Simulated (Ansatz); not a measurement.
The parent structure is BeSe in the zinc blende structure (space group F-43m, No. 216; a = 5.082 Å). Axes: x, y, z lie along the cube axes.

The values are results of LDA in Ansatz (plane waves to 420 eV, PAW, no spin-orbit coupling), not measurements.

Before the change:

```
Property                            Result
---------------------  -------------------
Valence-band top at Γ  0.00, 0.00, 0.00 eV
```

It is then changed as follows: tensor shear ε_xy = +0.57 % (engineering shear γ = 0.0114); the atoms relax in the strained cell.

Q: Estimate the effect on the valence-band top at Γ and energy relative to the base.

A: The valence-band top at Γ (three highest levels, from the VBM) changes from 0.00, 0.00, 0.00 eV to 0.00, -0.05, -0.10 eV; the energy goes up by 0.5 meV/atom.

The levels and masses belong to the bands next to the band gap. Stability against distortions was not tested.

Ansatz is a program for electronic structure.
